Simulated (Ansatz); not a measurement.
## Hypothetical zinc blende TlBr, pressure series

The parent structure is TlBr in the zinc blende structure (space group F-43m, No. 216; a = 7.502 Å; a hypothetical phase, not in the database extracts checked).

Cell and atoms are relaxed at each pressure.

All numbers come from Kohn–Sham DFT with the PBE functional, run in Ansatz (a program for electronic structure) with PAW and 420 eV plane waves, scalar-relativistic without spin-orbit coupling.

Computed cases, in order: pressure −1 GPa; 0 GPa (base); pressure 1.8 GPa; pressure 4.2 GPa; pressure 9 GPa; pressure 18 GPa; pressure 30 GPa; pressure 45 GPa; pressure 60 GPa.

Between which two neighbouring cases does the band gap open or close?

Between pressure 30 GPa (0.53 eV) and pressure 45 GPa (zero). The whole series: pressure −1 GPa: 3.10 eV; 0 GPa (base): 2.95 eV; pressure 1.8 GPa: 2.69 eV; pressure 4.2 GPa: 2.39 eV; pressure 9 GPa: 1.90 eV; pressure 18 GPa: 1.21 eV; pressure 30 GPa: 0.53 eV; pressure 45 GPa: zero; pressure 60 GPa: zero.

The mesh was chosen for an insulator and is coarse for the gapless case. With Tl present, leaving out spin-orbit coupling can change the band edges. Load acts through the strain it causes; cell and atoms are relaxed under it. Stability against distortions was not tested. No other phases were tried under pressure. All final runs are without spin polarisation. A zero or small gap of TlBr under pressure 45 GPa and TlBr under pressure 60 GPa can be the functional's error rather than a property of the material.
